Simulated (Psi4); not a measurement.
Psi4 1.11, PBE0/def2-svp: Au(I)(CO) ([O+]#[C-]->[Au][I]), 4 atoms. The geometry is a generated start, not checked to be a minimum at this level.

task: energy
method: pbe0
basis: def2-svp
memory: 3 GB
maxiter: 100
keys of the molecule block: symmetry c1
scf_type: df (default)
e_convergence: 1e-06 (default)
d_convergence: 1e-06 (default)
dft_radial_points: 75 (default)
dft_spherical_points: 302 (default)
effective core potentials: those of the basis set, past Kr
basis functions: 86
grid points: 85992

```xyz
4

Au    -0.0084     0.4646    -0.3677
I     -0.3356     2.3682    -1.9568
O      0.1767    -1.8597     1.5139
C      0.1673    -0.9731     0.8106
```

Charge 0 and multiplicity 1 are set for this test and not shown to be the ground state.

With the defaults (diis = true, scf_initial_accelerator = adiis, damping_percentage = 0, diis_max_vecs = 10, guess = auto, which took SAD, soscf = false, soscf_start_convergence = 0.01) it converges in 10 SCF iterations. One run each on 2 threads, with these changes:
- soscf = true, soscf_start_convergence = 0.001
- diis_max_vecs = 6
- guess = huckel
- guess = sapgau
- diis_max_vecs = 20
- guess = sadno
- guess = sap
- damping_percentage = 20
- diis = false, scf_initial_accelerator = none, damping_percentage = 60

Q: Name the settings that don't reach the solution of the defaults.

A: No convergence: diis = false, scf_initial_accelerator = none, damping_percentage = 60 (the run ends without SCF convergence in 100 iterations). The rest reach the solution of the defaults.

```
setting                                                                SCF iterations  JK calls             end
---------------------------------------------------------------------  --------------  --------  --------------
soscf = true, soscf_start_convergence = 0.001                                       8        19   same solution
the defaults                                                                       10        11   same solution
diis_max_vecs = 6                                                                  10        11   same solution
diis_max_vecs = 20                                                                 10        11   same solution
guess = huckel                                                                     12        41   same solution
guess = sadno                                                                      12        12   same solution
guess = sap                                                                        15        15   same solution
guess = sapgau                                                                     16        16   same solution
damping_percentage = 20                                                            19        20   same solution
diis = false, scf_initial_accelerator = none, damping_percentage = 60             100       101  no convergence
```

An SOSCF iteration holds several JK calls; a Hückel guess adds calls on atoms.
